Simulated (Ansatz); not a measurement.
Cost and result by functional for the adsorption energy of H on graphene, one in a 3x3 cell, started at the site 'top C', in Ansatz (plane waves, PAW). Single points on the PBE structure, on one kind of machine; costs are rough ratios of the slab run's core time (references not counted) to the cheapest single point. r2SCAN's cost holds its higher cutoff (500 against 420 eV). Differences are taken against r2SCAN for comparison alone: no measured value is at hand, so the table doesn't rank accuracy.

Model: 19-atom slab, 4x4x1 mesh, Fermi-Dirac 0.05 eV, dipole correction, 1 atoms held, the rest relaxed; no symmetry held; spin-polarised, no spin-orbit, no U, no dispersion correction. At the end it is bonded to C. In PBE it is, or lies within 0.03 eV of, the lowest of the starts that converged. These notes are the PBE run's. r2SCAN: The program's check for a lower electronic state was not made. Adsorption energies are against ½ H2(g). A negative adsorption energy means that the adsorbate is more stable on the surface than in its reference.

```tsv
functional	relative cost	adsorption energy (eV)	less r2SCAN (eV)
RPBE	1	1.56	0.16
r2SCAN	2	1.39	0.00
PBE (the relaxed run's value)	–	1.47	0.08
```

The values span 0.16 eV, while the single points' costs differ by a factor of roughly 2. Differences are of unrounded values.

Ansatz is an electronic-structure program.
